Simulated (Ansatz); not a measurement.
What x(Au) = 0.75, 4 atoms, P4/mmm does to Ir

The parent structure is Ir in the fcc (Cu type) structure (space group Fm-3m, No. 225; a = 3.844 Å).

The other end (x = 1) is Au in the fcc (Cu type) structure (space group Fm-3m, No. 225): 17.54 Å³/atom, gap zero.

Modification: a fraction x = 0.75 of the Ir sites is given to Au, ordered in a cell of 4 atoms (starting symmetry P4/mmm) and fully relaxed.

Computed with Ansatz (a first-principles code) r2SCAN, no spin-orbit coupling. k-mesh 16×16×6 (Γ-centred); smearing 0.05 eV (Fermi–Dirac), for the changed cell.

```yaml
volume_per_atom: 16.64 Å³ (base 14.20 Å³)
density: 19.54 g/cm³ (base 22.47 g/cm³)
shortest_interatomic_distance: 2.809 Å (base 2.718 Å)
band_gap: zero (base zero)
mixing_energy: "+0.30 eV/atom (to 0.01 eV only: unlike meshes or grids)"
```

Final structure:

```yaml
crystal:
  lattice:
    - [2.80879, 0.00000, 0.00000]
    - [0.00000, 2.80879, 0.00000]
    - [0.00000, 0.00000, 8.43423]
  atoms:
    - { symbol: Au, position: [0.00000, 0.00000, 0.75981] }
    - { symbol: Au, position: [0.50000, 0.50000, 0.50000] }
    - { symbol: Au, position: [0.00000, 0.00000, 0.24019] }
    - { symbol: Ir, position: [0.50000, 0.50000, 0.00000] }
```

Cost of the whole job for the changed cell (relaxation, final SCF and bands): very roughly 8 core-minutes.

These are small ordered cells, not random alloys; other orderings at the same x differ. Stability against distortions was not tested. All final runs are without spin polarisation. IrAu3 has a high density of states at the Fermi level and may be magnetic at this level.
